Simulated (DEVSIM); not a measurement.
**Si p+/n-/n+ power diode**

Structure: Si p+/n-/n+ power diode, at 300 K.

```
layer (left to right)  material  thickness (μm)  Nd (cm⁻³)  Na (cm⁻³)  τn (s)  τp (s)
---------------------  --------  --------------  ---------  ---------  ------  ------
1                            Si            1.70          -     3.4e18  1.4e-7  1.4e-6
2                            Si            3.90     1.2e14          -  1.4e-6  1.4e-6
3                            Si            4.70     1.6e18          -  1.4e-6  1.4e-6
```

Left contact: ohmic. Right contact: ohmic. Voltage is applied to the left contact. Recombination: SRH at mid-gap. Mobility is μmin + (μ − μmin)/(1 + (N/Nref)^α).

This is a model device: material constants are rounded textbook-type values typed into the input, and sizes, dopings and lifetimes were drawn at random. Values at 300 K.

```tsv
parameter	Si
gap (eV)	1.124
affinity (eV)	4.05
permittivity	11.7
Nc (cm⁻³)	2.86e19
Nv (cm⁻³)	3.1e19
μn (cm²/Vs)	1417
μp (cm²/Vs)	470
μn,min	52
μp,min	45
Nref,n	9.7e16
Nref,p	2.2e17
αn	0.68
αp	0.72
```

Simulated with DEVSIM: 1D drift-diffusion, Boltzmann statistics, complete ionisation; no tunnelling, impact ionisation, image-force lowering or self-heating.

```
Quantity                                         Value
---------------------------------------------  -------
Potential step across the device at zero bias  0.992 V
Dark forward voltage at 1 A/cm²                0.740 V
Dark forward voltage at 100 A/cm²              0.873 V
```

Small-signal capacitance in reverse bias (quasi-static):

```json
[
 {"V (V)": "-2", "C (nF/cm²)": "2.78"},
 {"V (V)": "-5", "C (nF/cm²)": "2.70"},
 {"V (V)": "-10", "C (nF/cm²)": "2.67"},
 {"V (V)": "-15", "C (nF/cm²)": "2.66"},
 {"V (V)": "-20", "C (nF/cm²)": "2.66"},
 {"V (V)": "-30", "C (nF/cm²)": "2.66"},
 {"V (V)": "-40", "C (nF/cm²)": "2.65"},
 {"V (V)": "-50", "C (nF/cm²)": "2.65"},
 {"V (V)": "-65", "C (nF/cm²)": "2.65"},
 {"V (V)": "-80", "C (nF/cm²)": "2.65"}
]
```

Dark reverse current:

```
V (V)   J (A/cm²)
------  ---------
-2.00     -1.7e-7
-5.00     -2.1e-7
-10.00    -2.2e-7
-15.00    -2.3e-7
-20.00    -2.3e-7
-30.00    -2.3e-7
-40.00    -2.4e-7
-50.00    -2.4e-7
-65.00    -2.4e-7
-80.00    -2.4e-7
```
